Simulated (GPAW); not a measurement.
GPAW run on Cd (P6_3/mmc, 4 atoms in the cell): self-consistent single point.

Method of the run: PBE, GPAW PAW datasets PBE (gpaw-data 1.0.1) (plane waves; GPAW).

The change in words: lattice scaled by 0.98. Reference geometry:
```
CELL_PARAMETERS angstrom
      3.18870     0.00000     0.00000
     -1.59435     2.76150     0.00000
      0.00000     0.00000    10.25967
ATOMIC_POSITIONS crystal
  Cd 0.00000 0.00000 0.00000
  Cd 0.00000 0.00000 0.50000
  Cd 0.33333 0.66667 0.25000
  Cd 0.66667 0.33333 0.75000
```

Reference input (self-consistent single point, DFT PBE, plane waves, GPAW PAW datasets PBE (gpaw-data 1.0.1)): mode = pw; ecut = 550 eV; xc = PBE; kpts = 8 8 3; mesh shift (steps) = 0 0 0; occupations.name = methfessel-paxton; occupations.width = 0.1 eV; occupations.order = 0; nbands = -8; symmetry.symmorphic = false; symmetry.tolerance = 0.0005; maxiter = 150. This run's input differs from it in these lines:

```diff
@@ -5,9 +5,9 @@
 atoms = Atoms(['Cd', 'Cd', 'Cd', 'Cd'],
-              cell=[[3.188704, 0.000000, 0.000000],
-                    [-1.594351, 2.761498, 0.000000],
-                    [0.000000, 0.000000, 10.259675]],
+              cell=[[3.124930, 0.000000, 0.000000],
+                    [-1.562464, 2.706268, 0.000000],
+                    [0.000000, 0.000000, 10.054482]],
               positions=[[0.000000, 0.000000, 0.000000],
-                         [0.000000, 0.000000, 5.129837],
-                         [-0.000001, 1.841000, 2.564919],
-                         [1.594354, 0.920498, 7.694756]],
+                         [0.000000, 0.000000, 5.027241],
+                         [-0.000001, 1.804180, 2.513621],
+                         [1.562467, 0.902088, 7.540862]],
               pbc=True)
```

The program printed (abridged):

```
     iter     time        total  log10-change:
                         energy   eigst   dens
iter:   1 --:--:--    -3.899216
iter:   2 --:--:--    -3.873279   -2.04  -1.46
iter:   3 --:--:--    -3.904639   -1.39  -1.48
iter:   4 --:--:--    -3.838297   -3.57  -1.97
iter:   5 --:--:--    -3.777590   -1.98  -2.04
iter:   6 --:--:--    -3.728873   -2.78  -2.23
iter:   7 --:--:--    -3.729643   -4.43  -2.99
iter:   8 --:--:--    -3.728528c  -5.04  -2.87
iter:   9 --:--:--    -3.728058c  -4.88  -3.21
iter:  10 --:--:--    -3.728062c  -6.82  -3.97
iter:  11 --:--:--    -3.728054c  -7.12  -3.95
iter:  12 --:--:--    -3.728046c  -6.27  -4.06c
iter:  13 --:--:--    -3.728046c  -7.80c -4.38c
Converged after 13 iterations.

Dipole moment: (-0.000000, 0.000000, 0.000006) |e|*Ang

Energy contributions relative to reference atoms: (reference = -608692.473346)

Kinetic:        +24.426812
Potential:      -17.787259
External:        +0.000000
XC:             -10.810215
Entropy (-ST):   -0.007702
Local:           +0.446468
SIC:             +0.000000
--------------------------
Free energy:     -3.731897
Extrapolated:    -3.728046

Showing only first 2 kpts
 Kpt  Band  Eigenvalues  Occupancy
  0    22      0.68780    2.00000
  0    23      5.46255    2.00000
  0    24      6.77047    2.00000
  0    25     14.46290    0.00000

  1    22      2.09830    2.00000
  1    23      3.86211    2.00000
  1    24      8.69988    0.00000
  1    25     11.44350    0.00000

Fermi level: 7.96084

No gap
No difference between direct/indirect transitions
Energy (eV): -3.728046

Forces in eV/Ang:
  0 Cd   -0.00000    0.00000    0.00000
  1 Cd   -0.00000    0.00000    0.00000
  2 Cd    0.00000    0.00000    0.00000
  3 Cd   -0.00000    0.00000    0.00000

Stress tensor:
    -0.015062     0.000000     0.000000
     0.000000    -0.015062     0.000000
     0.000000     0.000000    -0.017057
Stress (GPa, Voigt): [-2.4133 -2.4133 -2.7328  0.      0.      0.    ]
```

The run converged in 13 iterations. GPAW prints stress with tension positive. Against the reference run the free energy goes up by 8.1 meV/atom and the pressure goes from -0.62 to 2.52 GPa.

The starting cell was generated: these elements placed on a structure prototype, without a prior relaxation; it need not be a known phase or ordering of this composition. Its lattice was rescaled by a random factor within 2.5 % of one. For this run, on top of that: lattice scaled by 0.98.

Cost on one core of a shared machine: roughly 30 s.
